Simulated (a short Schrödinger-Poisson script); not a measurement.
Structure: MOS inversion layer, SiO2 on p-type Si(111), at 300 K.

```
layer  material  thickness (nm)  Na (cm⁻³)
-----  --------  --------------  ---------
1          SiO2             2.3          -
2            Si             520     6.8e17
```

Constants are typed, rounded textbook-type inputs, not results; the design itself was drawn at random and stands for no fabricated device. SiO2: permittivity 3.9, conduction-band edge (eV) 3.15, gap (eV) 9, electron mass (mₑ) 0.5. Si: permittivity 11.7, conduction-band edge (eV) 0, gap (eV) 1.124, Nv at 300 K (cm⁻³) 3.1e19.

Channel valleys (confinement mass, in-plane density-of-states mass, number): Δ6 0.258, 0.358, 6. At the gate the conduction-band edge of layer 1 lies 3.68 eV − eVg above the Fermi level of the channel; the field vanishes at the back. Gaps are held at their typed values at every temperature. Mesh 0.03 nm at interfaces.

Solved with a short Schrödinger-Poisson script written for these runs: 1D Poisson equation in equilibrium, electrons quantum, Hartree (BenDaniel-Duke, 12 states a valley, the channel's in-plane mass for all, wave functions ending at the dielectric), parabolic valleys, classical holes, full ionisation, no traps, pinning or gate leakage.

The same stack at other levels of the model or other numerical settings:

| run | sheet density of all electrons at Vg = 2.3 V (cm⁻²) | sheet density of all electrons at Vg = 1.1 V (cm⁻²) | capacitance at Vg = 2.3 V (μF/cm²) | centroid of the channel electrons at Vg = 2.3 V (nm) | rough cost against the base |
|---|---|---|---|---|---|
| base | 1.01e13 | 1.20e12 | 1.25 | 1.77 | about 1 |
| electrons treated as classical, Boltzmann | 1.28e13 | ___ | ___ | 0.32 | 0.03 |
| electrons treated as classical, Fermi-Dirac | 1.22e13 | 2.14e12 | 1.38 | ___ | 0.2 |
| mesh six times as coarse | 1.01e13 | 1.21e12 | 1.25 | 1.77 | 0.2 |
| one subband a valley | 1.01e13 | 1.20e12 | 1.25 | 1.77 | 0.6 |

### Question
Fill in the missing entries.

### Answer

- electrons treated as classical, Boltzmann, sheet density of all electrons at Vg = 1.1 V (cm⁻²): 2.20e12
- electrons treated as classical, Boltzmann, capacitance at Vg = 2.3 V (μF/cm²): 1.45
- electrons treated as classical, Fermi-Dirac, centroid of the channel electrons at Vg = 2.3 V (nm): 0.51

The classical rows ignore confinement, and Boltzmann statistics overrate the density once the band edge passes the Fermi level.
